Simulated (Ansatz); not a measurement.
## A computed series for TiO2: response to strain

The parent structure is TiO₂ in the anatase structure (space group I4_1/amd, No. 141; a = 3.799 Å, c = 9.701 Å). Axes: x, y, z lie along a, b, c of the conventional cell.

Strains are applied to the cell and any free atomic positions relax; under biaxial strain the out-of-plane vector relaxes too.

Calculations: DFT with PBE, PAW potentials and a 420 eV plane-wave cutoff in Ansatz (a first-principles code), no SOC.

| biaxial strain, plane normal [001], relaxed out of plane (%) | out-of-plane strain (%) |
|---|---|
| -3 | 4.91 |
| -2.4 | ? |
| -1.8 | 2.86 |
| -1.2 | 1.87 |
| -0.6 | 0.91 |
| 0 | 0.00 |

Q: Fit ε⊥ = −νε + γε² (strains in %) to the rows shown and predict the withheld row.

A: Least squares on the printed values gives ν = 1.51 (the biaxial Poisson response) and γ = 0.044 (largest residual 0.01 %); this predicts 3.87 %, and the run gives 3.87 %, in agreement.

Whether these cells are dynamically stable was not tested. All final runs are without spin polarisation.
